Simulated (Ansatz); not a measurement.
Consider the following.

```
MgO
1.0
   -0.01451     2.10219     2.10219
    2.08768     0.00000     2.08768
    2.10219     2.10219    -0.01451
O Mg
1 1
Direct
  0.00000   0.00000   0.00000
  0.50000   0.50000   0.50000
```

No spin polarisation.

All numbers come from r2SCAN, PAW, 500 eV (Ansatz, an electronic-structure program; no spin-orbit coupling). Settings: 13×13×13 k-points, 0.05 eV Fermi–Dirac smearing.

Q: Predict the pressure, gap character and band gap.

A: The pressure (mean of the normal stresses, compression positive) is 0.02 GPa and the gap character comes out as direct at Γ. The band gap comes out as 5.63 eV.

The cells carry an imposed strain or load. Whether these cells are dynamically stable was not tested. The cell was made from MgO in the rock salt structure (space group Fm-3m, No. 225) by this change: tensor shear ε_xz = −0.69 %.
